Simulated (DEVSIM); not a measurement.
Structure: Ni/HfO2/p-Si capacitor, at 300 K.

```tsv
layer (left to right)	material	thickness (nm)	Na (cm⁻³)
1	HfO2	3.70	-
2	Si	6000	9.3e15
```

Metal gate on the left, work function 5.1 eV. Fixed charge at the semiconductor interface 0 cm⁻² (in units of +e); no interface traps.

This is a model device: material constants are rounded textbook-type values typed into the input, and sizes, dopings and lifetimes were drawn at random. Values at 300 K.

| parameter | HfO2 | Si |
|---|---|---|
| gap (eV) | 5.7 | 1.124 |
| affinity (eV) | 2.5 | 4.05 |
| permittivity | 22 | 11.7 |
| Nc (cm⁻³) | - | 2.86e19 |
| Nv (cm⁻³) | - | 3.1e19 |

DEVSIM, 1D Poisson equation in equilibrium, Boltzmann statistics, complete ionisation; no quantum confinement or tunnelling. Metal contacts follow the ideal Schottky-Mott rule: no Fermi-level pinning, no interface dipoles.

The HfO2 thickness was swept, all else fixed.

```json
[
 {"HfO2 thickness (μm)": "0.0015", "capacitance of the dielectric stack (μF/cm²)": "13.0"},
 {"HfO2 thickness (μm)": "0.002", "capacitance of the dielectric stack (μF/cm²)": "9.74"},
 {"HfO2 thickness (μm)": "0.0026", "capacitance of the dielectric stack (μF/cm²)": "7.49"},
 {"HfO2 thickness (μm)": "0.0031", "capacitance of the dielectric stack (μF/cm²)": "6.28"},
 {"HfO2 thickness (μm)": "0.0037", "capacitance of the dielectric stack (μF/cm²)": "5.26"},
 {"HfO2 thickness (μm)": "0.0044", "capacitance of the dielectric stack (μF/cm²)": "4.43"}
]
```

From the first row to the last the capacitance of the dielectric stack goes from 13.0 to 4.43.
